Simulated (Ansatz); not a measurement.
The parent structure is Zr in the hcp (Mg type) structure (space group P6_3/mmc, No. 194; relaxed with 0.1 eV smearing).

```
Zr
1.0
    3.24432     0.00000     0.00000
   -1.62216     2.80966     0.00000
    0.00000     0.00000     5.15800
Zr
2
Direct
  0.66667   0.33333   0.75000
  0.33333   0.66667   0.25000
```

Cartesian axes are those of the cell as printed.

The values are results of r2SCAN (Ansatz, a program for electronic structure, PAW, scalar-relativistic without spin-orbit coupling), not measurements.

It is then changed as follows: uniaxial strain ε_zz = −1.50 %, all other strain components held at zero, atoms relaxed at fixed cell.

Predict the stress tensor and what it implies for the stiffness.

Stress of the strained cell less that of the base (GPa, compression positive):
```
    1.0     0.0     0.0
    0.0     1.0     0.0
    0.0     0.0     2.6
```

Then −Δσ_ii/ε with ε = -0.0150 gives secant stiffness values (nonlinear terms included at this strain): C33 ≈ 176 GPa, C13 ≈ 65 GPa and C23 ≈ 65 GPa.

Whether these cells are dynamically stable was not tested. All final runs are without spin polarisation.
